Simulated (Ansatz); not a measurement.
Defect migration in beta Ga2O3 with all lengths changed by +1 %: O vacancy, charge state +2. Level of theory: PBE, PAW (plane waves to 420 eV; Ansatz, a first-principles code).

Settings: 120 host sites, the strained lattice (strain from the relaxed PBE one, atoms relaxed), the Γ point alone, smearing 0.01 eV, spin-restricted, no image-charge correction. No zero-point or tunnelling terms. The charge state is imposed; whether it is stable for some Fermi level was not computed. Forms of the defect that were not tried may lie lower. The start lies 0.21 eV above the lowest site run (PBE).

The step: a nearby O atom hops onto the vacant site (strongly reconstructed ends); the atom moves 2.43 Å along (-0.01, 0.00, -0.41) of the unit cell; at the start one Ga stands off the lattice site; at the end one Ga stands off the lattice site; from a vacant O site with 3 nearest neighbours to a vacant O site with 4 nearest neighbours; the moving atom starts with neighbours Ga at 1.96, 2 Ga at 2.05, Ga at 2.20 Å and ends with Ga at 1.92, 2 Ga at 1.95 Å. On the band's own sampling the forward barrier is 1.14 eV. Harmonic modes of the moving O atom alone, all others held, come from finite differences of 0.015 Å. The saddle point's order was not checked, and it lies on a symmetry element of the cell, where a band can be held.

**Question.** Give the atom's modes at both geometries.

**Answer.** start 10.4, 13.2, 14.9 THz; saddle point 4.0i, 8.3 and 25.5 THz.

**Question.** What attempt frequency and zero-point change of the barrier follow from these modes alone, and what classical rate at 300 K?

**Answer.** ν = (10.4 × 13.2 × 14.9) / (8.3 × 25.5) ≈ 9.6 THz. The zero-point energy changes the barrier by h/2 × (33.8 − 38.5) THz = -0.010 eV. The classical rate is ν exp(−1.14/0.0259) ≈ 7e-7 s⁻¹. One atom's modes give a rough prefactor, not that of the whole cell.
